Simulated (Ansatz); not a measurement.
Consider HfO$_{2}$ in the fluorite structure (space group Fm-3m, No. 225; a = 5.044 Å). Axes: x, y, z lie along the cube axes.

Computed with PBEsol, PAW, 420 eV (Ansatz, a first-principles code; no spin-orbit coupling).

Now apply this change: a pure shear with ε_xy = ε_yx = 0.0143; the atoms relax in the strained cell.

Q: Predict the stress tensor and what it implies for the stiffness.

A: Stress of the strained cell less that of the base (GPa, compression positive):
```
   0.11   -2.01    0.00
  -2.01    0.11    0.00
   0.00    0.00    0.10
```

Then −Δσ/γ with γ = 2ε = 0.0286 gives secant stiffness values (nonlinear terms included at this strain): C66 ≈ 70 GPa.

Stability against distortions was not tested. This is not the structure that HfO2 has at room temperature and ambient pressure.
